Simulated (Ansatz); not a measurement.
# Variants of one calculation on WSeS (P1, 6 atoms in the cell)

```xyz
6
Lattice="3.2481 0.0000 0.0000 -1.6241 2.8129 0.0000 0.0000 0.0000 13.4588" Properties=species:S:1:pos:R:3 pbc="T T T"
W     -0.0902     1.9255     3.5052
W      1.5823     0.9651    10.0271
Se     0.0874     1.8858    11.6858
Se     1.6481     0.8729     1.7140
S      1.6393     0.9310     4.9454
S      0.0053     1.8585     8.4988
```

Base run A: HSE06 in Ansatz (a program for electronic structure), self-consistent single point.

Its settings: basis.ecutwfc = 420 eV; kpoints.mp_grid.grid = 5 5 1; hamiltonian.xc = hse06; hamiltonian.pseudopotentials = {kind: paw}, with the files named one by one; scf.occupations.method = fixed.

The starting cell comes from a database of computed structures (which also holds hypothetical and non-ambient phases and stackings), without a prior relaxation at this level. Its atoms were displaced at random from the sites of space group no. 164. Spin-orbit coupling is off. In the base run, forces exceed 1 eV/Å. Ansatz's pressure includes its estimate of the finite-basis (Pulay) stress.

ΔF is the free energy per atom less that of run A. A dash stands where there is no value to compare (another energy zero or no entropy term, no result, no spin, no clean gap, or a mesh too coarse for one). Total energies depend on the potentials, the functional and any Hubbard or dispersion term, so they are compared only between runs that share all of them.

```csv
run,change,ΔF (meV/atom),pressure (GPa),largest force (eV/Å),gap on the mesh (eV),k-points
A,base,0.00,-0.39,3.890,1.450,13
B,"hamiltonian.xc: hse06 → pbesol; hamiltonian.pseudopotentials: {kind: paw}, with the files named one by one → {kind: paw} (the program's default PAW files) [PBEsol]",–,-0.82,3.526,0.912,13
C,hamiltonian.xc: hse06 → pbe0 [PBE0],–,-0.40,3.936,2.111,13
D,kpoints.mp_grid.grid: 5 5 1 → 4 4 1; kpoints.mp_grid.shift: default → 0.5 0.5 0.5,0.10,-0.41,3.836,1.978,8
E,scf.convergence.dr2_threshold: default (1e-07 eV) → 1e-10 eV,0.00,-0.39,3.890,1.450,13
F,scf.mixing.algorithm: default (the program chose MSR1) → anderson; scf.mixing.beta: default → 0.02,0.00,-0.39,3.890,1.450,13
G,scf.mixing.preconditioner: default (the program chose none) → local_kerker,0.00,-0.39,3.890,1.450,13
H,scf.exx.singularity: default → none,–,-0.41,3.889,1.451,13
```

Run B against A: The pressure goes from -0.39 to -0.82 GPa, the largest force goes from 3.890 to 3.526 eV/Å and the gap on the mesh goes from 1.450 to 0.912 eV.

Run D against A: The free energy is nearly the same (within 1 meV/atom), the pressure moves little (-0.39 to -0.41 GPa), the largest force goes from 3.890 to 3.836 eV/Å and the gap on the mesh goes from 1.450 to 1.978 eV.

Keys are those of Ansatz 0.2.
